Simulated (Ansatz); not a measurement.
# A self-consistent single point of NbH2 (Fm-3m, 3 atoms in the cell) with Ansatz

Computed with LDA (PW92), default PAW files made with PBE (plane waves; Ansatz, a program for electronic structure).

Input:

Ansatz 0.2 input:
```yaml
crystal:
  lattice:
    - [0.000000, 2.295983, 2.295983]
    - [2.295983, 0.000000, 2.295983]
    - [2.295983, 2.295983, 0.000000]
  atoms:
    - { symbol: Nb, position: [0.000000, 0.000000, 0.000000] }
    - { symbol: H, position: [0.250000, 0.250000, 0.250000] }
    - { symbol: H, position: [0.750000, 0.750000, 0.750000] }
basis:
  ecutwfc: 420.0
kpoints:
  mp_grid: { grid: [12, 12, 12] }
hamiltonian:
  xc: lda
  pseudopotentials: { kind: paw }
scf:
  occupations: { method: gaussian, width: 0.1 }
output:
  forces: true
  eigenvalues: true
  stress: true
```

Output (repeated stretches shortened):

```
WARN ansatz: RAYON_NUM_THREADS=1 ignored (pool sized by the plan → 1); use --threads N
Pseudopotentials: kind: paw
Pseudopotential: Nb, paw, valence charge 13
Pseudopotential: H, paw, valence charge 1
Crystal: 3 atoms, lattice volume = 24.207 Å³
Basis set: ecut = 420 eV, 459 PW (Γ)
Bands: 12, of which v1, the nominal top of the filled ones, is band 8 counted from 1 (7 counted from 0)
Symmetry: 48 space group operations
Space group: Fm-3m (ITA 225), of the structure as read, at distance tolerance 2.9e-5 Å
k-points: 72 of 1728
PAW frozen core: Nb, regenerated for the run's functional, and the local potential with it
Initial density: superposition of atomic densities (neutral atoms: chi_scale 0, normalization atom), corrected by the library's trained network
Initial wavefunctions: pseudopotential atomic-orbital guess
Eigensolver: davidson
Functional: x = slater, c = lda
SCF iter   1: F=—  HF=-4474.821930 eV  |F-HF|=—  |Δ(HF+E_count)|=         —  Δρ=1.07e-2  dr2=1.74e-2  ethr=1.77e-3  ⟨swp⟩=5.0  Hψ=4765  notcnv=0
all-band conjugate gradients solve this SCF's bands
preconditioner: auto → none
SCF iter   2: F=—  HF=-4474.817246 eV  |F-HF|=—  |Δ(HF+E_count)|=   4.68e-3  Δρ=5.57e-3  dr2=4.70e-3  ethr=1.16e-4  ⟨swp⟩=1.0  Hψ=1440  notcnv=0
SCF iter   3: F=—  HF=-4474.815601 eV  |F-HF|=—  |Δ(HF+E_count)|=   1.65e-3  Δρ=3.62e-4  dr2=3.37e-5  ethr=3.13e-5  ⟨swp⟩=2.0  Hψ=956  notcnv=0
SCF iter   4: F=—  HF=-4474.815596 eV  |F-HF|=—  |Δ(HF+E_count)|=   5.11e-6  Δρ=1.54e-4  dr2=3.27e-6  ethr=2.25e-7  ⟨swp⟩=2.4  Hψ=1337  notcnv=0
iter 5 did not close the SCF: its close was put off for the readings that it lacked (scf_convergence_deferred on its scf_iter line)
SCF iter   5: F=-4474.815596 eV  HF=-4474.815596 eV  |F-HF|=4.26e-9  |Δ(HF+E_count)|=   2.33e-7  Δρ=2.91e-5  dr2=7.03e-8  ethr=2.18e-8  ⟨swp⟩=2.2  Hψ=1289  notcnv=0
SCF iter   6: F=-4474.815596 eV  HF=-4474.815596 eV  |F-HF|=9.96e-10  |Δ(HF+E_count)|=   1.82e-8  Δρ=8.23e-6  dr2=4.77e-9  ethr=4.68e-10  ⟨swp⟩=3.0  Hψ=3223  notcnv=0
SCF 1 converged in 6 iterations: F = -4474.815596 eV  dr2 = 4.77e-9
SCF converged after 6 iterations
Free energy (F): -4474.815596 eV
Harris-Foulkes:  -4474.815596 eV  (|F-HF|=9.96e-10)
Internal energy: -4474.809423 eV  (E = F + TS)
E sigma→0 (E₀):  -4474.812510 eV
Entropy (-TS):   -0.006173 eV (-2.058 meV/atom)
Fermi energy:    14.566996 eV
--- Per-component energies (eV) ---
  E_band       = -111.778733
  E_kinetic    = 422.065553
  E_local      = -822.503627  (includes V_loc(G=0)·N_el)
  E_nonlocal   = 126.829745
  E_hartree    = 254.943534
  E_xc         = -192.570511
  E_vxc        = -236.353076  (∫ρ·V_xc dr)
  E_paw        = -2965.931893  (= ΣΔE_a)
  E_vpaw       = -111.701571  (= ΣTr[D̂ρ^β])
  E_aug_tail   = -0.002468  (compensation charges beyond the density's cutoff)
  E_ewald      = -1298.065450
  E_core_change = 0.425694  (= ΣΔE_core)
  E_smearing   = -0.006173  (= −TS)
  E_closure    = 0.000000  (closes the sum)
  Σ components = -4474.815596   (vs F -4474.815596, Δ=0.00e0)
--- Forces (eV/Å), atoms counted from 1 ---
  atom   1  Nb    -0.00000000     0.00000000     0.00000000
   [... zero for the other atoms too ...]
  max |Σ_I F_I| component: 7.23e-19 eV/Å
--- Stress (GPa, compression-positive) ---
      -11.146563      -0.000000       0.000000
        0.000000     -11.146563       0.000000
        0.000000       0.000000     -11.146563
  P = ⅓ Tr σ = -11.1466 GPa (-111.466 kbar)
  The stress holds the Pulay correction. Without it, at fixed plane waves, as pw.x and ABINIT print it: P = -11.3030 GPa
--- Band table (eV; the first three rows and the last of 72) ---
  k-point 0: bands = ["-40.7152", "-16.5598", "-16.5598", "-16.5598", "4.0294", "13.2152", "13.2152", "13.2152", "13.5811", "15.7701", "15.7701", "26.8554"]
  k-point 1: bands = ["-40.7100", "-16.6052", "-16.5654", "-16.5654", "4.2153", "11.8069", "13.3085", "13.3085", "15.2134", "15.6947", "15.6947", "25.3782"]
  k-point 2: bands = ["-40.6956", "-16.7274", "-16.5805", "-16.5805", "4.7299", "10.5424", "13.5198", "13.5198", "15.5831", "15.5831", "17.1013", "23.8963"]
  k-point 71: bands = ["-40.6102", "-16.9863", "-16.9863", "-16.7823", "8.2830", "8.2830", "11.4793", "14.8579", "17.3335", "19.3048", "19.3048", "20.7890"]
```

The run converged in 6 iterations.

The starting cell comes from a database of computed structures (which also holds hypothetical and non-ambient phases and stackings), without a prior relaxation at this level. Its lattice was rescaled by up to half a per cent. Spin polarisation is off. With a pressure of about -11 GPa the cell is away from its equilibrium volume at this level. Ansatz's pressure includes its estimate of the finite-basis (Pulay) stress.
